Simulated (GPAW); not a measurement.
**Equation of state of hcp Be (space group 194): energy against volume (GPAW, PBEsol)**

```
CELL_PARAMETERS angstrom
      2.22351     0.00000     0.00000
     -1.11176     1.92562     0.00000
      0.00000     0.00000     3.47606
ATOMIC_POSITIONS crystal
  Be 0.66667 0.33333 0.75000
  Be 0.33333 0.66667 0.25000
```

Method: PBEsol, GPAW PAW datasets PBEsol (made by gpaw-setup) (plane waves; GPAW). Settings: mode = pw; ecut = 780 eV; xc = PBEsol; kpts = 29 29 16; mesh shift (steps) = 0 0 0; occupations.name = fermi-dirac; occupations.width = 0.05 eV; nbands = -8; convergence.density = 1e-05 e/electron; symmetry.symmorphic = false; symmetry.tolerance = 0.0005; maxiter = 100. The cell above is the first row's. The rows scale it uniformly. In all rows fractional positions and the k mesh are held. E is the free energy at the stated smearing, counted from the lowest row.

| V (Å^3/atom) | E (meV/atom) |
|---|---|
| 7.4416 | 8.23 |
| 7.6034 | 2.64 |
| 7.7651 | 0.00 |
| 7.9269 | 0.08 |
| 8.0887 | 2.63 |
| 8.2505 | 7.44 |
| 8.4122 | 14.33 |
| 8.5740 | 23.13 |
| 8.7358 | ? |

The 8 complete rows are fitted with the third-order Birch-Murnaghan form, a cubic in V^(-2/3), E against V. With u = V^(-2/3) - 0.250, the rows have u = 0.012355, 0.008620, 0.005017, 0.001535, -0.001831, -0.005086, -0.008235, -0.011286. Least squares gives E = 0.935 - 724.79·u + 108318·u² - 150806·u³. Residuals (row less fit): 0.000, 0.001, -0.006, 0.003, 0.004, -0.003, -0.003, 0.001; standard error 0.005 (degrees of freedom: 4). Its minimum lies at u = 0.003369, so V0 = (0.253369)^(-3/2) = 7.841. There d²E/du² = 213600 and d³E/du³ = -904800, so B0 = (4/9) × 7.841^(-7/3) × 213600 × 0.160218 = 125 GPa (the last factor turns the table's units into GPa), and B0' = 4 + (2/3) × 0.253369 × (-904800)/213600 = 3.3. The program's pressures in the fitted runs (not shown) pass through zero at V = 7.84, 0.02 % from this V0.

### Question
Estimate the missing E (V = 8.7358); what did the run itself give?

### Answer
u = -0.014243, so E = 0.935 - 724.79 × (-0.014243) + 108318 × (-0.014243)² - 150806 × (-0.014243)³ = 33.668 meV/atom. The calculation gives 33.66 meV/atom, 0.008 meV/atom below the prediction (under 0.05 % of the range of E in the table). The row lies outside the fitted rows, so this is an extrapolation. From the scatter of the fitted rows alone, a prediction at this place has a standard error of 0.011 meV/atom, so the miss is 0.7 times that.

Carrying the step between the two nearest rows on in a straight line would have given 31.93, off by 1.73; series whose last step already gives the withheld value aren't shown. The scan was laid around a cell of about the measured size, scaled by a guess for this functional; axis ratios and inner coordinates come from that cell. The runs keep the symmetry of the cell, so they don't test it for distortions. The shape of the cell and the inner coordinates aren't relaxed, so V0 and B0 belong to this uniform scaling; a relaxed crystal lies no higher in energy and is usually softer. Cutoffs and mesh are single choices, not tested for convergence of this quantity. Series with a scatter that would blur these digits, or in which a gap closes, are not shown. Nor are scans whose minimum lies at an end fitted in this form.
